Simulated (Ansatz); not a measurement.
The starting structures come from a database of crystals and need not be the phases stable at ambient conditions.

## Evanescent states of Sr$_{2}$H$_{3}$I (P-3m1, 6 atoms a cell, 19.1 Å³ an atom) along the normal of (110)

Calculation: r2SCAN (plane waves, PAW; Ansatz, a quantum-chemistry and plane-wave program).

The gap is the functional's own, uncorrected, and κ follows it; spin-orbit coupling is left out. Mid-gap means the computed energy nearest the middle.

Energies count from the valence-band top; κ is the least over a 4×4 mesh across the current.

```tsv
E (eV)	κ (1/Å)	where
0.07	0.066	off Γ
0.21	0.110	off Γ
0.35	0.137	off Γ
0.49	0.156	off Γ
0.63	[?]	off Γ
0.77	[?]	off Γ
0.91	[?]	off Γ
1.05	[?]	off Γ
1.19	[?]	off Γ
1.33	[?]	off Γ
1.47	[?]	off Γ
1.61	[?]	off Γ
1.75	[?]	off Γ
1.89	[?]	off Γ
2.03	[?]	off Γ
2.17	0.175	off Γ
2.31	0.151	off Γ
2.45	0.121	off Γ
2.59	0.076	off Γ
```

What belongs in the gaps?


- 0.63, κ (1/Å): 0.171
- 0.77, κ (1/Å): 0.182
- 0.91, κ (1/Å): 0.191
- 1.05, κ (1/Å): 0.198
- 1.19, κ (1/Å): 0.202
- 1.33, κ (1/Å): 0.205
- 1.47, κ (1/Å): 0.206
- 1.61, κ (1/Å): 0.205
- 1.75, κ (1/Å): 0.203
- 1.89, κ (1/Å): 0.200
- 2.03, κ (1/Å): 0.195
